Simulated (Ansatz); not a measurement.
The starting structures come from a database of crystals and need not be the phases stable at ambient conditions.

The decay constant κ of evanescent states in the gap governs leakage through a thin film.

Given:

```xyz
12
Lattice="4.9964 0.0000 0.0000 -2.4982 4.3270 0.0000 2.4982 1.4423 4.1747" Properties=species:S:1:pos:R:3 pbc="T T T"
B      2.4982     2.4683     2.8147
B      2.4982     3.3010     1.3600
B      4.1078     5.2563     2.8147
B      0.8886     0.5130     1.3600
B      0.8886     5.2563     2.8147
B      4.1078     0.5130     1.3600
B      0.0000     1.6988     0.3038
B      4.9964     4.0705     3.8710
B      1.0270     3.4776     0.3038
B      3.9694     2.2917     3.8710
B     -1.0270     3.4776     0.3038
B      6.0233     2.2917     3.8710
```

Space group of this cell: R-3m. The cell is strained (lengths across the current scaled by 1.02, ions clamped); by r2SCAN its mean pressure is -9.1 GPa.

Transport runs along the normal of the first two printed cell vectors, the (001) (indices of the unstrained crystal) plane of the conventional cell.

No gap correction and no spin-orbit coupling; mid-gap values are interpolated between computed energies.

**Question.** Compute, with r2SCAN run with Ansatz (a quantum-chemistry and plane-wave program), the band gap and the smallest decay constant κ at mid-gap.

**Answer.** Gap 1.75 eV on a 8×8×8 mesh; κ = 0.250 1/Å, at (0.500, 0.000) of the in-plane reciprocal vectors. At the zone centre, at the nearest computed energy, the slowest state has κ = 0.28 1/Å.
